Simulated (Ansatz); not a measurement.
**1T (CdI2-type) MgI2**

Calculation: Hartree–Fock in Ansatz (PAW).

Numerical settings: plane-wave cutoff 460 eV, 9×9×4 k mesh (along the axes of the cell as run), Fermi–Dirac smearing 0.01 eV, scalar-relativistic PAW data made under PBE.

Cell (relaxed at this level):

```
CELL_PARAMETERS angstrom
      2.16399    -3.74814     0.00000
      2.16399     3.74814     0.00000
      0.00000     0.00000     9.08179
ATOMIC_POSITIONS crystal
  Mg 0.00000 0.00000 0.00000
  I  0.33333 0.66667 0.18239
  I  0.66667 0.33333 0.81761
```

```json
{
 "band_gap": "10.47 eV"
}
```

Note: the cell comes from a level without a dispersion term, which matters for the spacing of layers, chains or molecules; the cell has widely spaced layers and the level no dispersion term, so their spacing and the moduli can rest on weak binding.

Spin–orbit coupling is not included; with these elements it can move the gap by several tenths of an eV or more.

The computed numbers hold no vibrational or temperature effects.

Ansatz is an electronic-structure program.
